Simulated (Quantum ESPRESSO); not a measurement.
Relaxation of cell and atoms of NaF (Fm-3m, 2 atoms in the cell) at several settings

```
CELL_PARAMETERS angstrom
     -2.25778     0.00000     2.25778
      0.00000     2.25778     2.25778
     -2.25778     2.25778     0.00000
ATOMIC_POSITIONS crystal
  Na 0.00000 0.00000 0.00000
  F  0.50000 0.50000 0.50000
```

Base: PBE, PseudoDojo standard norm-conserving (PBE) pseudopotentials run with Quantum ESPRESSO 7.5. Its settings: ecutwfc = 90 Ry; occupations = fixed; potentials = {Na: Na.upf, F: F.upf}; K_POINTS = automatic 9 9 9 1 1 1; nbnd = 10; conv_thr = 1e-10 Ry. Starting volume 11.51 Å³ per atom.

Each line gives the change from the base single point and the result:

- calculation: scf → vc-relax; tprnfor: true → default; tstress: true → default; input_dft: default → revpbe [DFT, revPBE, plane waves, PseudoDojo standard norm-conserving (PBE) pseudopotentials]: pressure 0.21 GPa; final cell a = 3.3864 Å, b = 3.3864 Å, c = 3.3864 Å, α = 60.00°, β = 60.00°, γ = 60.00°; final volume per atom 13.73 Å³; relaxation steps 4.
- calculation: scf → vc-relax; tprnfor: true → default; tstress: true → default; press: default → 50 kbar: pressure 5.01 GPa; final cell a = b = c = 3.224 Å, α = β = γ = 60.00°; final volume per atom 11.84 Å³; relaxation steps 3; free energy against the base single point -12.5 meV/atom.
- calculation: scf → vc-relax; tprnfor: true → default; tstress: true → default; ecutwfc: 90 Ry → 126 Ry: pressure 0.01 GPa; final cell a = 3.3221 Å, b = 3.3221 Å, c = 3.3221 Å, α = 60.00°, β = 60.00°, γ = 60.00°; final volume per atom 12.96 Å³; relaxation steps 4; free energy against the base single point -29.1 meV/atom.

The starting cell comes from a database of computed structures (which also holds hypothetical and non-ambient phases and stackings), without a prior relaxation at this level. Its lattice was rescaled by a random factor within 2.5 % of one.
